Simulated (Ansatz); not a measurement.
ZnInGaO4, response to strain

Take ZnInGaO₄ (space group R3m, No. 160) as the base.

```xyz
7
Lattice="1.6780 0.9688 8.7038 -1.6780 0.9688 8.7038 0.0000 -1.9376 8.7038" Properties=species:S:1:pos:R:3 pbc="T T T"
In     0.0000     0.0000    26.0311
Ga     0.0000     0.0000     5.5604
Zn     0.0000     0.0000    20.3982
O      0.0000     0.0000     3.5637
O      0.0000     0.0000    22.9510
O      0.0000     0.0000     7.5401
O      0.0000     0.0000    18.4015
```

Cartesian axes are those of the cell as printed.

Strains are applied to the cell and any free atomic positions relax; under biaxial strain the out-of-plane vector relaxes too.

The values are results of plane-wave PAW DFT at the PBE level (Ansatz, a program for electronic structure, 420 eV), spin-orbit coupling left out, not measurements.

Candidates:
(a) isotropic strain −4.82 %
(b) biaxial strain −0.54 %, plane normal [001], relaxed out of plane
(c) biaxial strain +4.09 %, plane normal [001], relaxed out of plane

Notes on the quantities. energy relative to the base: free energy F.

### Question
Order them by energy relative to the base, lowest first.

### Answer
(b) biaxial strain −0.54 %, plane normal [001], relaxed out of plane (+0.6 meV/atom), (c) biaxial strain +4.09 %, plane normal [001], relaxed out of plane (+27 meV/atom), (a) isotropic strain −4.82 % (+146 meV/atom)

Stability against distortions was not tested.
